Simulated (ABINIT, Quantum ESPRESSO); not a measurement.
A Quantum ESPRESSO input for a self-consistent single point of LiF (Fm-3m, 2 atoms in the cell) (DFT, PBE, plane waves, SSSP 1.1.2 efficiency (PBE) pseudopotentials):

```fortran
&CONTROL
    calculation = 'scf'
    prefix = 'scf'
    outdir = './out'
    pseudo_dir = './'
    verbosity = 'high'
    tprnfor = .true.
    tstress = .true.
/
&SYSTEM
    ibrav = 0
    nat = 2
    ntyp = 2
    ecutwfc = 40
    ecutrho = 320
    occupations = 'fixed'
    nbnd = 7
/
&ELECTRONS
    conv_thr = 1.0e-11
    mixing_beta = 0.5
/
ATOMIC_SPECIES
Li     6.9400  li_pbe_v1.4.uspp.F.UPF
F     18.9984  f_pbe_v1.4.uspp.F.UPF
CELL_PARAMETERS {angstrom}
   0.000000000     1.977670000     1.977670000
   1.977670000     0.000000000     1.977670000
   1.977670000     1.977670000     0.000000000
ATOMIC_POSITIONS {crystal}
Li    0.000000000    0.000000000    0.000000000
F     0.500000000    0.500000000    0.500000000
K_POINTS {automatic}
9 9 9  0 0 0
```

**Question.** Translate this input to ABINIT.

**Answer.** This is the input that was run; spellings and numerical settings could be chosen otherwise.

```
# LiF, JTH v2.0 PBE PAW
pp_dirpath "./"
pseudos "Li.GGA_PBE-JTH.xml, F.GGA_PBE-JTH.xml"
acell 2.7968477359 2.7968477359 2.7968477359 Angstrom
rprim
        -0.0000000000    0.7071067812    0.7071067812
         0.7071067812   -0.0000000000    0.7071067812
         0.7071067812    0.7071067812   -0.0000000000
natom 2
ntypat 2
znucl 3 9
typat 1 2
xred
         0.0000000000    0.0000000000    0.0000000000
         0.5000000000    0.5000000000    0.5000000000
ecut 653 eV
pawecutdg 1306 eV
occopt 1
nband 8
kptopt 1
ngkpt 9 9 9
nshiftk 1
shiftk 0 0 0
nstep 100
tolvrs 1.0e-11
diemac 12
prtwf 0
prtden 0
enunit 2
```

Basis settings and potentials, where a program has them, do not carry over. This input uses DFT, PBE, plane waves, PAW (JTH v2.0 PBE PAW).

The starting cell comes from a database of computed structures (which also holds hypothetical and non-ambient phases and stackings), without a prior relaxation at this level. Its lattice was rescaled by a random factor within 2.5 % of one. For this run, on top of that: lattice scaled by 0.98.
